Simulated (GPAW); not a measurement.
GPAW run on YMg3 (P6_3/mmc, 8 atoms in the cell): self-consistent single point.

Computed with LDA (Perdew-Wang 92), GPAW PAW datasets LDA (gpaw-data 1.0.1) (plane waves; GPAW).

```xyz
8
Lattice="6.6849 0.0000 0.0000 -3.3425 5.7893 0.0000 0.0000 0.0000 5.1670" Properties=species:S:1:pos:R:3 pbc="T T T"
Y      3.3425     1.9298     1.2918
Y      0.0000     3.8595     3.8753
Mg     0.0000     1.8829     1.2918
Mg     3.3425     3.9065     3.8753
Mg     5.0543     0.9414     3.8753
Mg    -1.7119     4.8479     1.2918
Mg     1.7119     4.8479     1.2918
Mg     1.6306     0.9414     3.8753
```

Reference input (self-consistent single point, DFT PBEsol, plane waves, GPAW PAW datasets PBEsol (made by gpaw-setup)): mode = pw; ecut = 850 eV; xc = PBEsol; kpts = 4 4 5; mesh shift (steps) = 0 0 0; occupations.name = methfessel-paxton; occupations.width = 0.2 eV; occupations.order = 0; nbands = -14; convergence.forces = 0.001 eV/Å; symmetry.symmorphic = false; symmetry.tolerance = 0.0005. This run's input differs from it in these lines:

```diff
@@ -19,3 +19,3 @@
 calc = GPAW(mode={'name': 'pw', 'ecut': 850},
-            xc='PBEsol',
+            xc='LDA',
             kpts={'size': (4, 4, 5), 'gamma': True},
```

Its files differ too (potentials: GPAW PAW datasets LDA (gpaw-data 1.0.1)).

Log, with long lists cut:

```
     iter     time        total  log10-change:
                         energy   eigst   dens  force
iter:   1 --:--:--   -22.628664
iter:   2 --:--:--   -22.700786   -0.59  -1.54
iter:   3 --:--:--   -22.531731   -1.15  -1.57
iter:   4 --:--:--   -22.561560   -1.79  -1.88
iter:   5 --:--:--   -22.539995c  -2.38  -2.03
iter:   6 --:--:--   -22.538450c  -3.33  -2.63
iter:   7 --:--:--   -22.529137c  -3.10  -2.60
iter:   8 --:--:--   -22.528729c  -4.48  -3.00
iter:   9 --:--:--   -22.528325c  -4.68  -3.06
iter:  10 --:--:--   -22.528173c  -4.90  -3.45
iter:  11 --:--:--   -22.528152c  -6.21  -3.70
iter:  12 --:--:--   -22.528148c  -6.66  -3.94
iter:  13 --:--:--   -22.528148c  -7.50c -3.97
iter:  14 --:--:--   -22.528153c  -7.25  -4.00c
iter:  15 --:--:--   -22.528149c  -7.77c -4.21c
iter:  16 --:--:--   -22.528144c  -7.89c -4.29c -3.36c
Converged after 16 iterations.

Dipole moment: (-0.000000, -0.000000, -0.000000) |e|*Ang

Energy contributions relative to reference atoms: (reference = -216539.152947)

Kinetic:        -16.492689
Potential:      +24.347862
External:        +0.000000
XC:             -29.536290
Entropy (-ST):   -0.140028
Local:           -0.777013
SIC:             +0.000000
--------------------------
Free energy:    -22.598158
Extrapolated:   -22.528144

Showing only first 2 kpts
 Kpt  Band  Eigenvalues  Occupancy
  0    39      3.60165    1.99997
  0    40      4.23724    0.76515
  0    41      4.59261    0.00493
  0    42      4.59264    0.00493

  1    39      3.06463    2.00000
  1    40      4.29107    0.49693
  1    41      4.29110    0.49678
  1    42      4.60927    0.00340

Fermi level: 4.19500

No gap
   [... lines left out ...]
  2 Mg    0.00000    0.04980   -0.00000
  3 Mg    0.00000   -0.04980   -0.00000
  4 Mg   -0.04313    0.02490    0.00000
  5 Mg    0.04313   -0.02490    0.00000
  6 Mg   -0.04313   -0.02490    0.00000
  7 Mg    0.04313    0.02490    0.00000

Stress tensor:
     0.016307    -0.000000     0.000000
    -0.000000     0.016307     0.000000
     0.000000     0.000000     0.014624
Stress (GPa, Voigt): [ 2.6127  2.6127  2.343   0.      0.     -0.    ]
```

The run converged in 16 iterations. GPAW prints stress with tension positive. Against the reference run the pressure goes from -0.92 to -2.52 GPa and the largest force goes from 0.032 to 0.050 eV/Å.

The starting cell comes from a database of computed structures (which also holds hypothetical and non-ambient phases and stackings), without a prior relaxation at this level.

Cost on one core of a shared machine: roughly 3 min.
